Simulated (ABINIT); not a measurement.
Input and output of a self-consistent single point for BiN (P1, 4 atoms in the cell) (ABINIT).

Method: PBEsol, PAW (JTH v2.0 PBE PAW, files made for PBE) (plane waves; ABINIT).

```xyz
4
Lattice="3.6137 0.0000 0.0000 0.3459 3.6443 0.0000 0.0768 -0.0019 5.3178" Properties=species:S:1:pos:R:3 pbc="T T T"
Bi     2.7342     3.2926     5.1114
Bi     0.5219     1.2805     2.4448
N      2.8748     3.4595     2.9018
N      0.3427     1.0883     0.2356
```

Reference input (self-consistent single point, DFT, LDA (PW92), plane waves, PAW (JTH v2.0 LDA PAW)): pseudos = [Bi.LDA_PW-JTH.xml, N.LDA_PW-JTH.xml]; ecut = 52 Ry; pawecutdg = 104 Ry; pawxcdev = 0; ixc = 7; occopt = 3; tsmear = 0.05 eV; ngkpt = 5 5 3; nshiftk = 1; shiftk = 0 0 0; potentials = JTH v2.0 LDA PAW; nband = 27. This run's input differs from it in these lines:

```diff
@@ -1,4 +1,4 @@
-# BiN, JTH v2.0 LDA PAW
+# BiN, JTH v2.0 PBE PAW
 pp_dirpath "./"
-pseudos "Bi.LDA_PW-JTH.xml, N.LDA_PW-JTH.xml"
+pseudos "Bi.GGA_PBE-JTH.xml, N.GGA_PBE-JTH.xml"
 acell 3*1.0 Angstrom
@@ -21,3 +21,3 @@
 pawxcdev 0
-ixc 7
+ixc -116133
 occopt 3
```

Its files differ too (potentials: JTH v2.0 LDA PAW → JTH v2.0 PBE PAW).

Output (repeated stretches shortened):

```
--- !BeginCycle
solver: {iscf: 17, nstep: 60, nline: 4, wfoptalg: 10, }
tolerances: {tolvrs: 1.00E-11, }
...

     iter   Etot(hartree)      deltaE(h)  residm     nres2
 ETOT  1  -153.91574006890    -1.539E+02 3.945E+01 1.568E+02
 ETOT  2  -165.73992964948    -1.182E+01 6.643E-01 6.587E+02
 ETOT  3  -164.61036703642     1.130E+00 4.491E-01 2.489E+02
 ETOT  4  -164.22259371960     3.878E-01 2.599E-01 6.447E+00
 ETOT  5  -164.40943279384    -1.868E-01 3.304E-02 5.500E+01
   [... 26 lines left out ...]
 ETOT 32  -164.27796649728     1.307E-12 2.063E-07 1.418E-10
 ETOT 33  -164.27796649728     8.527E-14 9.288E-07 5.298E-11
 ETOT 34  -164.27796649728    -2.558E-13 1.234E-07 2.368E-11
 ETOT 35  -164.27796649728    -2.274E-13 4.790E-07 1.384E-12
 At SCF step   35       nres2   =  1.38E-12 < tolvrs=  1.00E-11 =>converged.

 Cartesian components of stress tensor (hartree/bohr^3)
  sigma(1 1)= -1.19704460E-04  sigma(3 2)=  1.26465469E-06
  sigma(2 2)= -1.06777356E-04  sigma(3 1)=  1.33060284E-05
  sigma(3 3)= -9.35454076E-05  sigma(2 1)=  1.99760420E-06

 ----iterations are completed or convergence reached----

 reduced coordinates (array xred) for    4 atoms
       0.649660000010      0.904010000008      0.961190000004
       0.101000000000      0.351620000000      0.459740000004
       0.693030000014      0.949590000000      0.545680000008
       0.065289999992      0.298649999997      0.044309999996
 cartesian forces (eV/Angstrom) at end:
    1     -0.27317517631982    -0.30140909235988     0.22784316085081
   [... lines left out ...]
 Fermi (or HOMO) energy (eV) =   8.80571   Average Vxc (eV)= -10.44495
   [... lines left out ...]
'-kT*entropy'       : -4.22321993310569E-08
total_energy        : -1.64277966677246E+02
total_energy_eV     : -4.47023081099483E+03
...

-Cartesian components of stress tensor (GPa)         [Pressure=  3.1385E+00 GPa]
- sigma(1 1)= -3.52182621E+00  sigma(3 2)=  3.72074192E-02
- sigma(2 2)= -3.14149773E+00  sigma(3 1)=  3.91476806E-01
- sigma(3 3)= -2.75220045E+00  sigma(2 1)=  5.87715346E-02

 Calculation completed.
```

The run converged in 35 iterations. Against the reference run the pressure goes from -0.07 to 3.14 GPa, the largest force goes from 0.260 to 0.466 eV/Å and the gap on the mesh goes from 1.162 to 1.143 eV.

The starting cell comes from a database of computed structures (which also holds hypothetical and non-ambient phases and stackings), without a prior relaxation at this level. Its lattice was rescaled by a random factor within 2.5 % of one. Spin-orbit coupling is off. The potentials were made for another functional than the one used. With a pressure of about 3 GPa the cell is away from its equilibrium volume at this level.

Cost on one core of a shared machine: roughly 4 min.
